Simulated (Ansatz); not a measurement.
**Ge₂Sb₂Te₅ (P-3m1, No. 164, 9 atoms in the cell; start mp-3534)**

Calculation: PBEsol (Ansatz, a program for electronic structure, PAW).

Numerical settings: plane-wave cutoff 500 eV, 12×12×4 k mesh (along the axes of the cell as run), Fermi–Dirac smearing 0.05 eV, scalar-relativistic PAW data made under PBE.

Cell (relaxed at this level):

```
Ge2Sb2Te5
1.0
    4.20246     0.00000     0.00000
   -2.10123     3.63943     0.00000
    0.00000     0.00000    17.10269
Ge Sb Te
2 2 5
Direct
  0.00000   0.00000   0.33796
  0.00000   0.00000   0.66204
  0.33333   0.66667   0.11665
  0.66667   0.33333   0.88335
  0.00000   0.00000   0.00000
  0.33333   0.66667   0.78111
  0.66667   0.33333   0.21889
  0.33333   0.66667   0.42056
  0.66667   0.33333   0.57944
```

```json
{
  "band_gap": "none"
}
```

Note: the relaxation could not lower the start's symmetry, so the cell can be a saddle point above a distorted one.

Spin–orbit coupling is not included.

Static lattice: no zero-point or thermal effects.

Computing time: roughly 16 core-minutes.

A start named mp-… is a Materials Project structure, which need not be a measured phase.
